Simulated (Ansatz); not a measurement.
Seebeck coefficient (μV/K, mean over directions) of p-type SiC (F-43m) against carrier density, r2SCAN with spin-orbit coupling, rigid bands (Ansatz, an electronic-structure program). Computed gap 1.71 eV; densities at which minority carriers matter at this gap, or further valleys turn the trend, are left out. Conductivity mass 0.68 mₑ (harmonic mean over directions), N_v = 1.3e20 cm⁻³ at 300 K.

```csv
hole density,300 K,500 K,800 K
1e16 cm⁻³,(withheld),1092,1147
1e17 cm⁻³,835,894,948
1e18 cm⁻³,637,696,750
3e18 cm⁻³,542,601,655
1e19 cm⁻³,439,497,(withheld)
3e19 cm⁻³,345,403,457
1e20 cm⁻³,244,(withheld),354
3e20 cm⁻³,157,210,262
1e21 cm⁻³,79,120,165
```

Q: What belongs in the gaps?

A: 
- 1e16 cm⁻³, 300 K: 1033
- 1e19 cm⁻³, 800 K: 552
- 1e20 cm⁻³, 500 K: 301

Rigid bands with a gap fixed in temperature, one relaxation time for all states, no polarons or phonon drag, and whether or not such doping can be reached.
